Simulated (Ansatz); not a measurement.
## A computed series for SrO: response to strain

Take SrO in the rock salt structure (space group Fm-3m, No. 225) as the base.

```
SrO
1.0
    0.00000     2.59746     2.59746
    2.59746     0.00000     2.59746
    2.59746     2.59746     0.00000
Sr O
1 1
Direct
  0.00000   0.00000   0.00000
  0.50000   0.50000   0.50000
```

Strains are applied to the cell and any free atomic positions relax.

The values are results of Ansatz (a program for electronic structure), PBE, PAW, cutoff 420 eV, without spin-orbit coupling, not measurements.

```tsv
case	band gap	pressure	smallest direct gap	shortest interatomic distance	electron mass
base	3.33 eV	0.00 GPa	3.42 eV	2.597 Å	1.2 mₑ along k, 0.41 mₑ across (at X)
isotropic strain −3.00 %	3.28 eV	9.49 GPa	3.30 eV	2.520 Å	1.2 mₑ along k, 0.38 mₑ across (at X)
isotropic strain −2.50 %	?	?	3.33 eV	2.533 Å	1.2 mₑ along k, 0.39 mₑ across (at X)
isotropic strain −2.00 %	3.30 eV	5.88 GPa	3.35 eV	2.546 Å	1.2 mₑ along k, 0.39 mₑ across (at X)
isotropic strain −1.50 %	3.31 eV	4.25 GPa	3.37 eV	2.558 Å	1.2 mₑ along k, 0.40 mₑ across (at X)
isotropic strain −1.00 %	3.31 eV	2.73 GPa	3.39 eV	2.571 Å	1.2 mₑ along k, 0.40 mₑ across (at X)
isotropic strain +0.50 %	3.33 eV	-1.22 GPa	3.44 eV	2.610 Å	1.2 mₑ along k, 0.41 mₑ across (at X)
isotropic strain +1.50 %	3.34 eV	-3.41 GPa	3.46 eV	2.636 Å	1.2 mₑ along k, 0.42 mₑ across (at X)
isotropic strain +2.50 %	3.30 eV	-5.30 GPa	–	2.662 Å	0.33 mₑ (at Γ)
isotropic strain +3.00 %	3.20 eV	-6.15 GPa	–	2.675 Å	0.33 mₑ (at Γ)
```

Problem. What belongs in the blanks?

Solution. 
- isotropic strain −2.50 %, band gap: 3.29 eV
- isotropic strain −2.50 %, pressure: 7.62 GPa

Effective masses come from finite differences of ±0.01 Å⁻¹. Along k means along the line from Γ to the band edge. No phonon test of stability was made.
